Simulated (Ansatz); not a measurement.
# A computed series for SiO2: pressure series

Consider SiO₂ in the rutile structure (space group P4_2/mnm, No. 136; a = 4.1852 Å, c = 2.6688 Å).

Cell and atoms are relaxed at each pressure.

Calculations: r2SCAN (Ansatz, a program for electronic structure), no SOC.

Candidates:
(a) pressure 30 GPa
(b) pressure 75 GPa
(c) pressure 7 GPa
(d) pressure −2 GPa

For the base:

| Item | Result |
|---|---|
| Band gap | 6.51 eV |

Order them by band gap, highest first.

(b) pressure 75 GPa (7.98 eV), (a) pressure 30 GPa (7.83 eV), (c) pressure 7 GPa (6.87 eV), (d) pressure −2 GPa (6.41 eV)

Load acts through the strain it causes; cell and atoms are relaxed under it. Whether these cells are dynamically stable was not tested. Competing high-pressure phases were not computed.
